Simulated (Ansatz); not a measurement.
The parent structure is Ti in the hcp (Mg type) structure (space group P6_3/mmc, No. 194; a = 2.940 Å, c = 4.654 Å; relaxed with 0.1 eV smearing). Axes: x lies along a and z along c of the hexagonal cell.

Level of theory: Kohn–Sham DFT with the PBE functional, run in Ansatz (a program for electronic structure) with PAW and 420 eV plane waves, no spin-orbit coupling.

Base values:

| Item | Result |
|---|---|
| Shortest interatomic distance | 2.880 Å |
| Band gap | zero |

Perturbation: compressive biaxial strain of 0.50 % in the plane normal to [001], as in epitaxy on a mismatched substrate; the out-of-plane cell vector and the atoms relax.

Q: Predict the new shortest interatomic distance.

A: The shortest interatomic distance rises by 0.003 Å, from 2.880 Å to 2.883 Å.

Q: Estimate the effect on the band gap.

A: The band gap remains zero.

Q: Estimate the effect on the out-of-plane strain.

A: The out-of-plane strain is +0.41 %.

No phonon test of stability was made. All final runs are without spin polarisation.
